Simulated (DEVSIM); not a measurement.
Si p-n junction from an implanted or diffused profile

System: Si p-n junction from an implanted or diffused profile, at 300 K.

```
layer (left to right)  material  thickness (μm)  Nd (cm⁻³)  τn (s)  τp (s)
---------------------  --------  --------------  ---------  ------  ------
1                            Si            78.0     1.3e17  7.4e-5  7.4e-5
```

Added acceptor profile: 1.9e18 cm⁻³ × exp(−(x − 0 μm)²/(2·(0.045 μm)²)). Left contact: ohmic. Right contact: ohmic. Voltage is applied to the left contact. Recombination: SRH at mid-gap, radiative, Auger. Gap narrowing is on: ΔEg = 6.92 meV × (l + √(l² + 0.5)), l = ln(N/1.3e17 cm⁻³), shared equally by both band edges. Mobility is μmin + (μ − μmin)/(1 + (N/Nref)^α).

Constants are typed, rounded textbook-type inputs, not results; the design itself was drawn at random and stands for no fabricated device. Values at 300 K.

```tsv
parameter	Si
gap (eV)	1.124
affinity (eV)	4.05
permittivity	11.7
Nc (cm⁻³)	2.86e19
Nv (cm⁻³)	3.1e19
μn (cm²/Vs)	1417
μp (cm²/Vs)	470
μn,min	52
μp,min	45
Nref,n	9.7e16
Nref,p	2.2e17
αn	0.68
αp	0.72
B (cm³/s)	4.7e-15
Cn (cm⁶/s)	2.8e-31
Cp (cm⁶/s)	9.9e-32
```

Simulated with DEVSIM: 1D drift-diffusion, Boltzmann statistics, complete ionisation; no tunnelling, impact ionisation, image-force lowering or self-heating.

```
Property                                        Result
---------------------------------------------  -------
Potential step across the device at zero bias  0.889 V
Dark forward voltage at 1 A/cm²                0.615 V
Dark forward voltage at 100 A/cm²              0.790 V
```

Small-signal capacitance in reverse bias (quasi-static):

| V (V) | C (nF/cm²) |
|---|---|
| -0.1 | 89.1 |
| -0.25 | 83.5 |
| -0.5 | 76.2 |
| -0.75 | 70.6 |
| -1 | 66.2 |
| -1.5 | 59.4 |
| -2 | 54.4 |

Dark forward current:

(V (V), J (A/cm²)): (0.05, 3.2e-10); (0.15, 1.7e-8); (0.30, 5.5e-6); (0.40, 0.00026); (0.55, 0.086); (0.65, 3.7); (0.75, 57); (0.90, 270); (1.00, 450); (1.10, 640); (1.25, 980); (1.35, 1200); (1.50, 1600); (1.60, 1900)
